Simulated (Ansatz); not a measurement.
The parent structure is BeTe in the rock salt structure (space group Fm-3m, No. 225; a hypothetical phase, not in the database extracts checked).

```
BeTe
1.0
    0.00000     2.65093     2.65093
    2.65093     0.00000     2.65093
    2.65093     2.65093     0.00000
Te Be
1 1
Direct
  0.00000   0.00000   0.00000
  0.50000   0.50000   0.50000
```

Levels (all Ansatz, a program for electronic structure, PAW): PBEsol (420 eV, scalar-relativistic without spin-orbit coupling); r2SCAN (500 eV, no SOC).

The geometry is relaxed with PBEsol.

| Item | Result |
|---|---|
| PBEsol pressure | 0.0 GPa |

Task: How does going to r2SCAN change the pressure?

Result: The pressure goes from zero to 2.8 GPa.

Single points use the geometry relaxed with PBEsol. Their cutoffs differ, which shifts pressures a little. Stability against distortions was not tested. The final runs are not spin-polarised.
